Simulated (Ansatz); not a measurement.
Candidates (primitive cells; geometry: cell and atoms relaxed with PBEsol):
A. SiS2 (I-42d), a = b = c = 5.800 Å, α = β = 123.38°, γ = 84.24°
B. SrTiO₃ (Pm-3m), a = 3.8911 Å, b = 3.8911 Å, c = 3.8911 Å, α = 90.00°, β = 90.00°, γ = 90.00°
C. ZnS (F-43m), a = b = c = 3.787 Å, α = β = γ = 60.00°
D. RbBr (Fm-3m), a = b = c = 4.8387 Å, α = β = γ = 60.00°
E. MgSe (Fm-3m), a = 3.854 Å, b = 3.854 Å, c = 3.854 Å, α = 60.00°, β = 60.00°, γ = 60.00°

Problem. Put the candidates in order of electron conductivity mass, lowest first, for r2SCAN, rigid bands (Ansatz, an electronic-structure program).

Solution. C (0.21 mₑ), E (0.31 mₑ), D (0.39 mₑ), A (0.51 mₑ), B (0.68 mₑ)

Masses are for dilute carriers at 300 K, harmonic means over directions unless an axis is named. Spin-orbit coupling is left out.

Formula and space group known from diffraction (Crystallography Open Database), not checked to be the room-temperature form: RbBr (Fm-3m), SiS2 (I-42d).
